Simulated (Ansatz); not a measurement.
The parent structure is Cu in the fcc (Cu type) structure (space group Fm-3m, No. 225; relaxed with 0.1 eV smearing).

```yaml
crystal:
  lattice:
    - [0.00000, 1.78189, 1.78189]
    - [1.78189, 0.00000, 1.78189]
    - [1.78189, 1.78189, 0.00000]
  atoms:
    - { symbol: Cu, position: [0.00000, 0.00000, 0.00000] }
```

Cartesian axes are those of the cell as printed.

Method: PBEsol in Ansatz (plane waves to 420 eV, PAW, without spin-orbit coupling).

Base values:

| Item | Value |
|---|---|
| Pressure | 0.0 GPa |

One thing is altered: biaxial strain −0.42 %, plane normal [111], relaxed out of plane (Cartesian); in-plane vectors clamped, the third vector and the atoms free.

Task: What does the calculation give for the out-of-plane strain after the change?

Result: The out-of-plane strain is +0.30 %.

Task: What happens to the pressure?

Result: The pressure (mean of the normal stresses, compression positive) goes from zero to 0.9 GPa.

Task: What happens to the energy relative to the base?

Result: The energy rises by 0.4 meV/atom.

No phonon test of stability was made. The final runs are not spin-polarised.

Ansatz is a program for electronic structure.
